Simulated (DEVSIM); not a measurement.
System: Al/SiO2/p-Si capacitor, at 250 K.

Layer 1 from the left is SiO2, thickness (nm) 3.20. Layer 2 from the left is Si, thickness (nm) 790, Na (cm⁻³) 5.3e17.

Metal gate on the left, work function 4.1 eV. Fixed charge at the semiconductor interface -1.5e11 cm⁻² (in units of +e); no interface traps.

The device is made up for the run: typed textbook-type constants, with dimensions and the other settings drawn at random. Values at 300 K; Nc and Nv go as T^1.5, mobilities as T to minus their exponent, the gap by Varshni's rule with the affinity fixed.

SiO2: gap (eV) 9, affinity (eV) 0.9, permittivity 3.9. Si: gap (eV) 1.124, affinity (eV) 4.05, permittivity 11.7, Nc (cm⁻³) 2.86e19, Nv (cm⁻³) 3.1e19, Varshni α (eV/K) 0.000473, Varshni β (K) 636.

Task: Estimate by hand the flat-band voltage, the threshold voltage, and compare with a numerical solution.

Result: 
- Flat-band voltage: C = 1.08 μF/cm², work-function difference -1.004 V; VFB = φms − qNf/C = -0.98 V; numerical -0.98 V.
- Threshold voltage: φF = 0.487 V, depletion charge √(4εqNφF) = 4.14e-7 C/cm²; VT = VFB + 2φF + Qd/C = 0.38 V; numerical 0.38 V.

Simulated with DEVSIM: 1D Poisson equation in equilibrium, Boltzmann statistics, complete ionisation; no quantum confinement or tunnelling. Metal contacts follow the ideal Schottky-Mott rule: no Fermi-level pinning, no interface dipoles.
